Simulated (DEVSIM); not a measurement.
System: Ti/HfO2/SiO2/n-Si capacitor, at 400 K.

Layer 1 from the left is HfO2, thickness (nm) 3.60. Layer 2 from the left is SiO2, thickness (nm) 1.20. Layer 3 from the left is Si, thickness (nm) 770, Nd (cm⁻³) 5.6e17.

Metal gate on the left, work function 4.33 eV. Fixed charge at the semiconductor interface -6.7e10 cm⁻² (in units of +e); no interface traps.

Constants are typed, rounded textbook-type inputs, not results; the design itself was drawn at random and stands for no fabricated device. Values at 300 K; Nc and Nv go as T^1.5, mobilities as T to minus their exponent, the gap by Varshni's rule with the affinity fixed.

HfO2: gap (eV) 5.7, affinity (eV) 2.5, permittivity 22. SiO2: gap (eV) 9, affinity (eV) 0.9, permittivity 3.9. Si: gap (eV) 1.124, affinity (eV) 4.05, permittivity 11.7, Nc (cm⁻³) 2.86e19, Nv (cm⁻³) 3.1e19, Varshni α (eV/K) 0.000473, Varshni β (K) 636.

DEVSIM, 1D Poisson equation in equilibrium, Boltzmann statistics, complete ionisation; no quantum confinement or tunnelling. Metal contacts follow the ideal Schottky-Mott rule: no Fermi-level pinning, no interface dipoles.

### Question
What does the simulation give for the threshold voltage (band bending 2φF), the minimum of the low-frequency capacitance, the flat-band voltage?

### Answer
threshold voltage (band bending 2φF) -0.86 V; minimum of the low-frequency capacitance 0.243 μF/cm²; flat-band voltage 0.14 V.
